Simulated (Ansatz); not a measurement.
Take GaAs in the zinc blende structure (space group F-43m, No. 216; a = 5.667 Å) as the base. Axes: x, y, z lie along the cube axes.

The values are results of Kohn–Sham DFT with the r2SCAN functional, run in Ansatz (an electronic-structure program) with PAW and 500 eV plane waves, spin-orbit coupling left out, not measurements.

For the base:

Electron mass: 0.051 mₑ (at Γ)
Gap character: direct at Γ
Valence-band top at Γ: 0.00, 0.00, 0.00 eV

It is then changed as follows: biaxial strain +1.50 %, plane normal [001], relaxed out of plane (Cartesian); in-plane vectors clamped, the third vector and the atoms free.

Predict the new out-of-plane strain, electron mass, in-plane stress, gap character and valence-band top at Γ.

The out-of-plane strain comes out as -1.29 %; the electron mass becomes 0.041 mₑ out of plane, 0.046 mₑ in plane (at Γ) (base: 0.051 mₑ (at Γ)); the mean in-plane stress (compression positive) amounts to -1.8 GPa; the gap character stays direct at Γ; the valence-band top at Γ (three highest levels, from the VBM) becomes 0.00, -0.16, -0.16 eV (base: 0.00, 0.00, 0.00 eV).

Masses are band curvatures over ±0.01 Å⁻¹ around the edge. Whether these cells are dynamically stable was not tested. k-point labels follow each cell's own Brillouin zone.
